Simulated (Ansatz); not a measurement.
L1₂ (Cu3Au-type) ScPt3, treated with PBEsol in Ansatz (plane waves, PAW).

Numerical settings: plane-wave cutoff 520 eV, 14×14×14 k mesh, Fermi–Dirac smearing 0.05 eV, scalar-relativistic PAW data made under PBE.

Cell (relaxed at this level):

```xyz
4
Lattice="3.9515 0.0000 0.0000 0.0000 3.9515 0.0000 0.0000 0.0000 3.9515" Properties=species:S:1:pos:R:3 pbc="T T T"
Sc     0.0000     0.0000     0.0000
Pt     1.9757     1.9757     0.0000
Pt     0.0000     1.9757     1.9757
Pt     1.9757     0.0000     1.9757
```

Q: What does this level give for the bulk modulus?

A: 
* **bulk modulus**: 228 GPa

The run finds no gap.

Note: the bulk modulus is −V dP/dV from two relaxed cells at ±2 % in volume.

Spin–orbit coupling is not included.

Computed values are for the static lattice.

Cost on a shared machine: about 80 core-seconds (a rough figure).

Ansatz is a program for electronic structure.
